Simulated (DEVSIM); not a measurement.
Structure: Al/SiO2/p-Ge capacitor, at 300 K.

Layer 1 from the left is SiO2, thickness (nm) 8.40. Layer 2 from the left is Ge, thickness (nm) 6100, Na (cm⁻³) 9.4e15.

Metal gate on the left, work function 4.1 eV. Fixed charge at the semiconductor interface 0 cm⁻² (in units of +e); no interface traps.

Constants are typed, rounded textbook-type inputs, not results; the design itself was drawn at random and stands for no fabricated device. Values at 300 K.

SiO2: gap (eV) 9, affinity (eV) 0.9, permittivity 3.9. Ge: gap (eV) 0.664, affinity (eV) 4, permittivity 16, Nc (cm⁻³) 1.04e19, Nv (cm⁻³) 6e18.

Q: Estimate by hand the flat-band voltage, the threshold voltage, and compare with a numerical solution.

A: 
- Flat-band voltage: C = 0.411 μF/cm², work-function difference -0.397 V; VFB = φms − qNf/C = -0.40 V; numerical -0.40 V.
- Threshold voltage: φF = 0.158 V, depletion charge √(4εqNφF) = 3.67e-8 C/cm²; VT = VFB + 2φF + Qd/C = 0.01 V; numerical 0.01 V.

Simulated with DEVSIM: 1D Poisson equation in equilibrium, Boltzmann statistics, complete ionisation; no quantum confinement or tunnelling. Metal contacts follow the ideal Schottky-Mott rule: no Fermi-level pinning, no interface dipoles.
